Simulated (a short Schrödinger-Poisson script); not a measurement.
Stack: gated In0.52Al0.48As/In0.53Ga0.47As modulation-doped gas in a quantum well, at 300 K.

```
layer        material  thickness (nm)  Nd (cm⁻³)  Na (cm⁻³)
-----  --------------  --------------  ---------  ---------
1      In0.52Al0.48As               8          -          -
2      In0.52Al0.48As              10     7.3e17          -
3      In0.52Al0.48As              20          -          -
4      In0.53Ga0.47As              15          -          -
5      In0.52Al0.48As            4000          -       8e14
```

Constants are typed, rounded textbook-type inputs, not results; the design itself was drawn at random and stands for no fabricated device. In0.52Al0.48As: permittivity 12.5, conduction-band edge (eV) 0.52, gap (eV) 1.45, electron mass (mₑ) 0.075, Nv at 300 K (cm⁻³) 1.1e19. In0.53Ga0.47As: permittivity 13.9, conduction-band edge (eV) 0, gap (eV) 0.74, Nv at 300 K (cm⁻³) 7.7e18.

Channel valleys (confinement mass, in-plane density-of-states mass, number): Γ 0.041, 0.041, 1. At the gate the conduction-band edge of layer 1 lies 0.65 eV − eVg above the Fermi level of the channel; the field vanishes at the back. Donor level 0.05 eV below the band edge. The barrier under the gate holds no holes. Gaps are held at their typed values at every temperature. Mesh 0.08 nm at interfaces.

Solved with a short Schrödinger-Poisson script written for these runs: 1D Poisson equation in equilibrium, electrons quantum, Hartree plus LDA exchange-correlation (BenDaniel-Duke, 40 states a valley, the channel's in-plane mass for all, wave functions free to enter the barrier), parabolic valleys, classical holes, donors ionised by Fermi statistics, acceptors fully, no traps, pinning or gate leakage.

The same stack at other levels of the model or other numerical settings:

```csv
run,sheet density of all electrons at Vg = 0.4 V (cm⁻²),capacitance at Vg = 0.4 V (μF/cm²),centroid of the channel electrons at Vg = 0.4 V (nm),gate voltage at 1e11 electrons/cm² (V),rough cost against the base
base,5.18e11,0.240,6.49,0.09,about 1
"electrons treated as classical, Boltzmann",[?],[?],4.97,0.08,0.02
"electrons treated as classical, Fermi-Dirac",5.37e11,0.241,5.81,0.08,0.08
"electrons treated as quantum, Hartree",5.05e11,0.238,[?],0.10,0.7
mesh six times as coarse,5.18e11,0.240,6.48,0.09,0.2
one subband a valley,5.13e11,0.238,6.40,0.10,0.2
```

**Question.** Complete the blanks.

**Answer.** 
- electrons treated as quantum, Hartree, centroid of the channel electrons at Vg = 0.4 V (nm): 6.53
- electrons treated as classical, Boltzmann, capacitance at Vg = 0.4 V (μF/cm²): 0.259
- electrons treated as classical, Boltzmann, sheet density of all electrons at Vg = 0.4 V (cm⁻²): 5.72e11

The classical rows ignore confinement, and Boltzmann statistics overrate the density once the band edge passes the Fermi level.
